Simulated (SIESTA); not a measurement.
Worked example: self-consistent single point of a (001) slab of LiF (cut from a parent of space group no. 225; 8 atoms in the cell) in SIESTA.

Method of the run: GGA PBE, numerical atomic orbitals DZP, PseudoDojo PBE standard norm-conserving potentials (rewritten from UPF to PSML) (SIESTA).

The change in words: vacuum of 7 angstrom (first run: 14 Å). Reference geometry:
```yaml
crystal:
  lattice:
    - [2.85819, 0.00000, 0.00000]
    - [-2.85819, 2.85819, 0.00000]
    - [0.00000, 0.00000, 20.06311]
  atoms:
    - { symbol: F, position: [0.00000, 0.50000, 0.44963] }
    - { symbol: F, position: [0.00000, 0.00000, 0.34890] }
    - { symbol: F, position: [0.00000, 0.50000, 0.65110] }
    - { symbol: F, position: [0.00000, 0.00000, 0.55037] }
    - { symbol: Li, position: [0.00000, 0.00000, 0.44963] }
    - { symbol: Li, position: [0.00000, 0.50000, 0.34890] }
    - { symbol: Li, position: [0.00000, 0.00000, 0.65110] }
    - { symbol: Li, position: [0.00000, 0.50000, 0.55037] }
```

Reference input (self-consistent single point, DFT, GGA PBE, numerical atomic orbitals DZP, PseudoDojo PBE standard norm-conserving potentials (rewritten from UPF to PSML)): XC.functional = GGA; XC.authors = PBE; potentials = PseudoDojo PBE standard; PAO.BasisSize = DZP; PAO.EnergyShift = 0.005 Ry; MeshCutoff = 400 Ry; kgrid.MonkhorstPack = 5 5 1; OccupationFunction = FD; ElectronicTemperature = 50 meV; PAO.Polarization.NonPerturbative = true; MaxSCFIterations = 150; SCF.Mixer.Method = Pulay. This run's input differs from it in these lines:

```diff
@@ -14,3 +14,3 @@
     -1.000000000    1.000000000    0.000000000
-     0.000000000    0.000000000    7.019519353
+     0.000000000    0.000000000    4.570416092
 %endblock LatticeVectors
@@ -18,10 +18,10 @@
 %block AtomicCoordinatesAndAtomicSpecies
-    -1.429094500    1.429094500    9.021017624  1
-     0.000000000    0.000000000    7.000000063  1
-    -1.429094500    1.429094500   13.063112937  1
-     0.000000000    0.000000000   11.042095376  1
-     0.000000000    0.000000000    9.021017624  2
-    -1.429094500    1.429094500    7.000000063  2
-     0.000000000    0.000000000   13.063112937  2
-    -1.429094500    1.429094500   11.042095376  2
+     1.429094500    1.429094500    5.521020205  1
+     0.000000000    0.000000000    3.499999866  1
+     1.429094500    1.429094500    9.563113134  1
+     0.000000000    0.000000000    7.542092795  1
+     0.000000000    0.000000000    5.521020205  2
+     1.429094500    1.429094500    3.499999866  2
+     0.000000000    0.000000000    9.563113134  2
+     1.429094500    1.429094500    7.542092795  2
 %endblock AtomicCoordinatesAndAtomicSpecies
```

Log, with long lists cut:

```
        iscf     Eharris(eV)        E_KS(eV)     FreeEng(eV)     dDmax    Ef(eV) dHmax(eV)
   scf:    1    -3469.114017    -3478.921152    -3478.921152  0.849715-10.532995  7.695050
   scf:    2    -3480.153356    -3479.561239    -3479.561239  0.064799-10.257539  6.201292
   scf:    3    -3480.205653    -3480.417808    -3480.417808  0.359226 -9.461578  1.248449
   scf:    4    -3480.505616    -3480.539022    -3480.539022  0.145450 -9.457038  1.062293
   scf:    5    -3480.546047    -3480.557006    -3480.557006  0.060526 -9.238478  0.397562
   [... 5 lines left out ...]
   scf:   11    -3480.563351    -3480.563350    -3480.563350  0.000517 -9.189061  0.000464
   scf:   12    -3480.563350    -3480.563350    -3480.563350  0.000018 -9.189078  0.000163
   scf:   13    -3480.563350    -3480.563350    -3480.563350  0.000017 -9.189118  0.000033
   scf:   14    -3480.563350    -3480.563350    -3480.563350  0.000001 -9.189123  0.000009
SCF Convergence by DM+H criterion
max |DM_out - DM_in|         :     0.0000014520
max |H_out - H_in|      (eV) :     0.0000085697
SCF cycle converged after 14 iterations

Using DM_out to compute the final energy and forces

siesta: E_KS(eV) =            -3480.5633

siesta: E_KS - E_eggbox =     -3480.5633

siesta: Atomic forces (eV/Ang):
     1   -0.000000    0.000000   -0.020790
     2   -0.000000   -0.000000   -0.328834
     3   -0.000000   -0.000000    0.328834
     4    0.000000   -0.000000    0.020790
     5   -0.000000   -0.000000   -0.017999
     6   -0.000000    0.000000    0.285747
     7   -0.000000    0.000000   -0.285747
     8   -0.000000   -0.000000    0.017999
   Tot   -0.000000   -0.000000    0.000000
   Max    0.328834
   Res    0.126009    sqrt( Sum f_i^2 / 3N )
   Max    0.328834    constrained

   [... lines left out ...]
siesta: FreeEng =     -3480.563350
   [... lines left out ...]
siesta:     0.009756    0.000038    0.000000
siesta:     0.000038    0.009828   -0.000000
siesta:     0.000000    0.000000   -0.002446

siesta: Cell volume =        106.715762 Ang**3

siesta: Pressure (static):
siesta:                Solid            Molecule  Units
siesta:          -0.00006222         -0.00007377  Ry/Bohr**3
siesta:          -0.00571262         -0.00677349  eV/Ang**3
siesta:          -9.15262068        -10.85232369  kBar
```

The run converged in 14 iterations. Against the reference run the free energy is nearly the same (within 1 meV/atom), the largest force hardly changes (0.328 to 0.329 eV/Å) and the gap on the mesh goes from 6.772 to 6.268 eV.

The starting cell has typed, rounded lattice constants, without a prior relaxation at this level. The slab is cut from that crystal, and its faces are unrelaxed. Its lattice was rescaled by up to half a per cent. Spin polarisation is off, though cut faces can carry moments; a gap of a slab can lie between surface states. Values carry the incompleteness of an atom-centred basis.

Cost on one core of a shared machine: roughly 3 min.
